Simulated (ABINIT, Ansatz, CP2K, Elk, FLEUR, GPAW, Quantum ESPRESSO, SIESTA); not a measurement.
# One structure in several programs: AlN (F-43m, 2 atoms in the cell)

Self-consistent single point.

```yaml
crystal:
  lattice:
    - [0.00000, 2.19000, 2.19000]
    - [2.19000, 0.00000, 2.19000]
    - [2.19000, 2.19000, 0.00000]
  atoms:
    - { symbol: Al, position: [0.00000, 0.00000, 0.00000] }
    - { symbol: N, position: [0.25000, 0.25000, 0.25000] }
```

All programs got the same cell, k-point mesh and kind of occupations (in Ansatz's words: kpoints.mp_grid.grid = 10 10 10; scf.occupations.method = fermi_dirac; scf.occupations.width = 0.01 eV); potentials, basis and cutoffs are each program's usual ones.

| code | model | pressure (GPa) | gap on the mesh (eV) | k-points | cutoff |
|---|---|---|---|---|---|
| SIESTA | GGA PBE, numerical atomic orbitals DZP, PseudoDojo PBE standard norm-conserving potentials (rewritten from UPF to PSML) | 4.77 | 3.296 | 560 | grid 300 Ry |
| ABINIT | PBE, PAW (JTH v2.0 PBE PAW) | 3.57 | 3.296 | 47 | 707 eV |
| FLEUR | PBE, all-electron FLAPW (FLEUR), scalar-relativistic valence | – | 3.332 | 47 | Kmax 4.5 1/bohr |
| Elk | PBE, all-electron FP-LAPW, Elk's shipped species files, APW+lo basis with extra local orbitals | – | 3.318 | 73 | rgkmax 8 |
| GPAW | PBE, GPAW PAW datasets PBE (gpaw-data 1.0.1) | – | 3.304 | 47 | 950 eV |
| Quantum ESPRESSO | PBE, PseudoDojo standard norm-conserving (PBE) pseudopotentials | 2.79 | 3.320 | 47 | 85 Ry |
| Ansatz | PBE, default PAW files | 2.65 | 3.321 | 47 | default |
| CP2K | PBE, GPW, DZVP-MOLOPT-SR-GTH basis, GTH-PBE potentials (GTH_POTENTIALS) | 2.60 | 3.317 | 504 | grid 400 Ry |

A dash marks a value that a program does not give, or that is left out as unsure.

Gaps are read on the mesh.

The spread over the programs that give each value: pressure within 2.17 GPa; gap on the mesh within 0.036 eV.

The starting cell has typed, rounded lattice constants, without a prior relaxation at this level. On Ansatz's run: In the base run, with a pressure of about 3 GPa the cell is away from its equilibrium volume at this level.

Question: Why do the programs differ, and what cannot be compared?

Answer: Differences of this kind can come from the potentials, where these differ, and from what each basis and cutoff leave unconverged. The zero of total energies and Fermi levels follows the potentials and each program's conventions, so they are not compared here. SIESTA and CP2K use small atom-centred bases, whose incompleteness enters pressures, forces and empty levels differently from a plane-wave cutoff. FLEUR and Elk treat all electrons, but the usual bases taken here (sphere radii, linearisation, local orbitals, empty states) were not tested for convergence, so the values are no reference for the others. Ansatz's pressure is given at a fixed set of plane waves, as the other plane-wave codes print theirs; with its correction for the finite basis it is 3.15 GPa (the shift of 0.50 GPa shows how far the cutoff is from converged). The pressure of GPAW is left out: its cutoff lies under the one at which its stress was checked. The programs reduce the same mesh by symmetry to different extents, which changes the work and not the result. In the pressure, SIESTA (by 1.98) lies more than 1 GPa from the median of the plane-wave programs.

Ansatz is an electronic-structure program.

Keys are those of Ansatz 0.2.
